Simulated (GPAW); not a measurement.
GPAW run on SrO (Fm-3m, 2 atoms in the cell): self-consistent single point.

Computed with M06-L, GPAW PAW datasets PBE (gpaw-data 1.0.1) (plane waves; GPAW).

```
CELL_PARAMETERS angstrom
      0.00000     2.55769     2.55769
      2.55769     0.00000     2.55769
      2.55769     2.55769     0.00000
ATOMIC_POSITIONS crystal
  Sr 0.50000 0.50000 0.50000
  O  0.00000 0.00000 0.00000
```

Reference input (self-consistent single point, DFT PBE, plane waves, GPAW PAW datasets PBE (gpaw-data 1.0.1)): mode = pw; ecut = 900 eV; xc = PBE; kpts = 6 6 6; mesh shift (steps) = 0 0 0; occupations.name = fixed-uniform; nbands = -8; convergence.density = 1e-05 e/electron; convergence.bands = -6; symmetry.symmorphic = false; symmetry.tolerance = 0.0005; maxiter = 150. This run's input differs from it in these lines:

```diff
@@ -13,3 +13,3 @@
 calc = GPAW(mode={'name': 'pw', 'ecut': 900},
-            xc='PBE',
+            xc='M06-L',
             kpts={'size': (6, 6, 6), 'gamma': True},
```

The program printed (abridged):

```
     iter     time        total  log10-change:
                         energy   eigst   dens
iter:   1 --:--:--   501.933431   +5.63
iter:   2 --:--:--   -15.115273   +1.98  -0.78
iter:   3 --:--:--   -23.852293   +0.55  -1.01
iter:   4 --:--:--   -25.439878   -0.70  -0.92
iter:   5 --:--:--   -38.140189   +0.24  -0.84
   [... 7 lines left out ...]
iter:  13 --:--:--   -21.691935   -1.97  -2.16
iter:  14 --:--:--   -21.678840   -2.96  -2.22
iter:  15 --:--:--   -21.662024   -1.60  -2.36
iter:  16 --:--:--   -21.659819   -3.61  -2.33
iter:  17 --:--:--   -21.661056c  -2.99  -2.51
iter:  18 --:--:--   -21.660365c  -3.54  -2.73
iter:  19 --:--:--   -21.659720c  -3.80  -2.99
iter:  20 --:--:--   -21.660049c  -4.13  -3.02
iter:  21 --:--:--   -21.659728c  -4.41  -3.13
   [... 9 lines left out ...]
iter:  31 --:--:--   -21.658776c  -5.93  -4.39
iter:  32 --:--:--   -21.658775c  -6.86  -4.50
iter:  33 --:--:--   -21.658775c  -6.40  -4.52
iter:  34 --:--:--   -21.658775c  -6.80  -4.70
iter:  35 --:--:--   -21.658775c  -7.97c -4.93
iter:  36 --:--:--   -21.658775c  -6.74  -4.98
iter:  37 --:--:--   -21.658775c  -8.39c -5.27c
Converged after 37 iterations.

Dipole moment: (0.000000, 0.000000, 0.000000) |e|*Ang

Energy contributions relative to reference atoms: (reference = -88537.622309)

Kinetic:        +14.211549
Potential:      -10.555160
External:        +0.000000
XC:             -24.991054
Entropy (-ST):   +0.000000
Local:           -0.324110
SIC:             +0.000000
--------------------------
Free energy:    -21.658775
Extrapolated:   -21.658775

Showing only first 2 kpts
 Kpt  Band  Eigenvalues  Occupancy
  0     6      5.01380    2.00000
  0     7      5.01380    2.00000
  0     8      8.90746    0.00000
  0     9     11.73713    0.00000

  1     6      4.91837    2.00000
  1     7      4.91840    2.00000
  1     8     10.14977    0.00000
  1     9     10.31754    0.00000

Fermi level: 6.62481

Gap: 3.222 eV
Transition (v -> c):
   [... lines left out ...]
Direct/indirect transitions are different
Direct gap: 3.296 eV
Transition at: (s=0, k=12, n=7, [0.50, 0.50, 0.00])
Energy (eV): -21.658775

Forces in eV/Ang:
  0 Sr    0.00000    0.00000    0.00000
  1 O     0.00000   -0.00000   -0.00000

Stress tensor:
    -0.035864    -0.000000     0.000000
    -0.000000    -0.035864     0.000000
     0.000000     0.000000    -0.035864
Stress (GPa, Voigt): [-5.746 -5.746 -5.746  0.     0.    -0.   ]
```

The run converged in 37 iterations. GPAW prints stress with tension positive. Against the reference run the gap on the mesh goes from 3.356 to 3.222 eV.

At such cutoffs GPAW's stress carries a finite-basis (Pulay) error, which enters relaxed cells too; its log prints stress with tension positive.

The starting cell comes from a database of computed structures (which also holds hypothetical and non-ambient phases and stackings), without a prior relaxation at this level. Its lattice was rescaled by a random factor within 2.5 % of one.

Cost on one core of a shared machine: roughly 3 min.
